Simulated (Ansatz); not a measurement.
The starting structures come from a database of crystals and need not be the phases stable at ambient conditions.

Tunnelling through a barrier is set by its complex band structure: the current falls as exp(−2κd) with the smallest κ.

Here is the system:

```yaml
crystal:
  lattice:
    - [6.20505, 0.00000, 0.00000]
    - [0.00000, 9.93296, 0.00000]
    - [0.00000, 4.02342, 4.87612]
  atoms:
    - { symbol: Cu, position: [0.99026, 0.75258, 0.43266] }
    - { symbol: Cu, position: [0.49026, 0.74742, 0.06734] }
    - { symbol: Cu, position: [0.99026, 0.24742, 0.93782] }
    - { symbol: Cu, position: [0.49026, 0.25258, 0.56218] }
    - { symbol: Ag, position: [0.99538, 0.50000, 0.14720] }
    - { symbol: Ag, position: [0.49538, 0.00000, 0.35280] }
    - { symbol: P, position: [0.49940, 0.50000, 0.81254] }
    - { symbol: P, position: [0.99940, 0.00000, 0.68746] }
    - { symbol: S, position: [0.62192, 0.72126, 0.43878] }
    - { symbol: S, position: [0.12192, 0.77874, 0.06122] }
    - { symbol: S, position: [0.62192, 0.27874, 0.88130] }
    - { symbol: S, position: [0.12192, 0.22126, 0.61870] }
    - { symbol: S, position: [0.16346, 0.50000, 0.78029] }
    - { symbol: S, position: [0.66346, 0.00000, 0.71971] }
    - { symbol: S, position: [0.58883, 0.50000, 0.13183] }
    - { symbol: S, position: [0.08883, 0.00000, 0.36817] }
```

Space group of this cell: Pmn2_1. The cell is taken as given; by r2SCAN its mean pressure is -1.5 GPa.

Transport runs along the normal of the first two printed cell vectors.

The gap is the functional's own. No spin-orbit coupling. Mid-gap values are interpolated on the energy grid.

Question: Predict the band gap and the smallest decay constant κ at mid-gap from r2SCAN (Ansatz, a quantum-chemistry and plane-wave program).

Answer: Gap 1.41 eV on a 6×6×6 mesh; κ = 0.152 1/Å, at the zone centre.
